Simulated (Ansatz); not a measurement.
Base system: Pt in the fcc (Cu type) structure (space group Fm-3m, No. 225; relaxed with 0.1 eV smearing).

```
Pt
1.0
    0.00000     1.98603     1.98603
    1.98603     0.00000     1.98603
    1.98603     1.98603     0.00000
Pt
1
Direct
  0.00000   0.00000   0.00000
```

The values are results of PBE in Ansatz (plane waves to 420 eV, PAW, no spin-orbit coupling), not measurements.

Strains are applied to the cell and any free atomic positions relax.

One change was made to it. Results:

```json
[
 {"quantity": "pressure", "base": "0.0 GPa", "after": "-3.5 GPa"},
 {"quantity": "energy relative to the base (free energy F)", "base": "0 meV/atom", "after": "+2.7 meV/atom"},
 {"quantity": "band gap", "base": "zero", "after": "zero"}
]
```

Problem. Which of these changes matches the shifts?
A) isotropic strain +0.50 %
B) isotropic strain +2.00 %
C) isotropic strain −2.50 %
D) isotropic strain −0.50 %

Solution. A, isotropic strain +0.50 %. For comparison, the pressure in the other runs: isotropic strain −0.50 % gives 3.9 GPa; isotropic strain +2.00 % gives -12.4 GPa; isotropic strain −2.50 % gives 23.0 GPa.

Whether these cells are dynamically stable was not tested. The final runs are not spin-polarised. Pt lies near a magnetic instability that expansion can trigger; it was not tested.

Ansatz is a quantum-chemistry and plane-wave program.
